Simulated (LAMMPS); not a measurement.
MD of Si (diamond structure) at zero pressure, 1000 atoms, as a crystal; each row is its own run.

Method: classical MD, pair style meam, file library.meam (library.meam-Si); code LAMMPS.

```
T (K)  enthalpy (eV/atom)
-----  ------------------
200               -4.5778
300               -4.5520
1010              -4.3615
1270              -4.2886
1520              -4.2186
1770              -4.1476
2020              -4.0726
```

Fit a straight line, y = a + b x, to these rows (x is the first column, y the second) and predict the run at x = 760.

Least squares gives a = -4.6362 and b = 0.0002762. At x = 760 the fit predicts -4.4263 eV/atom. The run itself gave -4.4294 ± 0.0005 eV/atom, so the fit is 3.1 meV/atom high.

Caution: the potential MEAM library.meam-Si is a first-neighbour MEAM set with a 4 Å cutoff, used here without a parameter file and away from the static properties it was fitted to.

Caution (rows 1270; 1520; 1770; 2020): a run this short can hold a crystal over, or a liquid under, the potential's own melting point, which these runs don't give.

Caution (rows 1770; 2020): this crystal lies over the measured melting point of 1687 K, so it is superheated or the potential melts high.
